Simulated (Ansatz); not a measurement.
Data:

Host crystal: 3C silicon carbide, with a band gap (PBE, scalar-relativistic without spin-orbit coupling).

End structure of OH on the 1x1 (110) surface of 3C silicon carbide (cut with top plane C + Si), one in a 1x1 cell, started at the site 'over C at depth 1.5 Å':

```xyz
14
Lattice="3.0971 0.0000 0.0000 0.0000 4.3800 0.0000 0.0000 0.0000 27.0000" Properties=species:S:1:pos:R:3 pbc="T T T"
C      0.0000     3.2273     9.6400
Si     1.5486     2.3762     9.8826
C      1.5486     1.0384    11.1621
Si     0.0000    -0.0299    11.1216
C      0.0000     3.2647    12.7216
Si     1.5486     2.1693    12.7410
C      1.5486     1.0574    14.2669
Si     0.0001    -0.0376    14.2801
C     -0.0003     3.2432    15.8396
Si     1.5479     2.1614    15.8289
C      1.5444     0.9362    17.2188
Si    -0.0051    -0.0244    17.4093
O     -0.0952     3.4897    18.8300
H      0.7643     3.1800    19.1728
```

Model: 14-atom slab, 7.7 Å thick at the start under the adsorbate (thin: gaps and levels are the slab's own), 6x6x1 mesh, Fermi-Dirac 0.01 eV, dipole correction, 6 atoms held, the rest relaxed; no symmetry held; spin-polarised, ending with about 1.0 μB a cell; orders that need a larger cell were not tried, no spin-orbit, no U, no dispersion correction. At the end it is bonded to Si. In PBE it is, or lies within 0.03 eV of, the lowest of the starts that converged.

A negative adsorption energy means that the adsorbate is more stable on the surface than in its reference.

### Question
Give the highest filled level below the top vacuum level at the level Ansatz (a first-principles code) with PBE.

### Answer
5.13 eV

### Question
Estimate the gap of the slab on its k-mesh that PBE returns for this input.

### Answer
0.28 eV

### Question
Give the change of the step from the bottom to the top vacuum level, against the clean slab at the level PBE.

### Answer
-0.37 eV

### Question
What adsorption energy against H2O(g) − ½ H2(g) does PBE give?

### Answer
-1.28 eV
